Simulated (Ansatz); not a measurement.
Results of LDA (Ansatz, a program for electronic structure, plane waves, PAW) for BeTe (model structure, started from the NiAs type, P6₃/mmc, No. 194, 4 atoms in the cell).

Run with plane-wave cutoff 520 eV, 18×18×10 k mesh (along the axes of the cell as run), Fermi–Dirac smearing 0.05 eV, scalar-relativistic PAW data made under PBE.

Cell (relaxed at this level):

```xyz
4
Lattice="3.7787 0.0000 0.0000 -1.8894 3.2725 0.0000 0.0000 0.0000 5.9209" Properties=species:S:1:pos:R:3 pbc="T T T"
Be     0.0000     0.0000     0.0000
Be     0.0000     0.0000     2.9604
Te     0.0000     2.1816     1.4802
Te     1.8894     1.0908     4.4406
```

### Question
What does this level give for the bulk modulus B0?

### Answer

* **bulk modulus B0**: 76.2 GPa

The run finds no gap.

Note: the bulk modulus is −V dP/dV from two relaxed cells at ±2 % in volume; the relaxation could raise the start's symmetry but not lower it, so the cell can be a saddle point.

Spin–orbit coupling is not included; it can open a gap where bands touch, and shift volumes and moduli.

The computed numbers hold no vibrational or temperature effects.

It cost around 2.7 core-minutes (rough) of CPU time.

A model structure was made by putting elements into a prototype or built by hand; it is no filed structure, need not be a known phase, and can be a saddle point held by its symmetry.
